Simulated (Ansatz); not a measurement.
Input:

```
InHO2
1.0
    3.31945     0.00000     0.00000
    0.00000     4.60175     0.00000
    0.00000     0.00000     5.33865
In H O
2 2 4
Direct
  0.00000   0.72920   0.99988
  0.50000   0.27080   0.49988
  0.00000   0.79704   0.48165
  0.50000   0.20296   0.98165
  0.00000   0.52483   0.63548
  0.50000   0.47517   0.13548
  0.00000   0.98194   0.36499
  0.50000   0.01806   0.86499
```

A single point on InHO2 with a change (isotropic strain +0.84 %), its geometry relaxed with PBEsol.

The values are results of PBEsol (Ansatz, a quantum-chemistry and plane-wave program), noncollinear with spin-orbit coupling, not measurements. k-mesh 10×7×6 (Γ-centred); smearing 0.05 eV (Fermi–Dirac).

Q: Estimate the gap character.

A: Direct at Γ.

Q: Estimate the valence-band top at Γ (three highest Kramers pairs, from the VBM).

A: 0.00, -0.04, -0.06 eV.

Q: Estimate the width of the top valence band.

A: 0.39 eV.

Single points use the geometry relaxed with PBEsol. Stability against distortions was not tested. The cell was made from InHO2 (space group Pmn2_1, No. 31) by this change: isotropic strain +0.84 %.
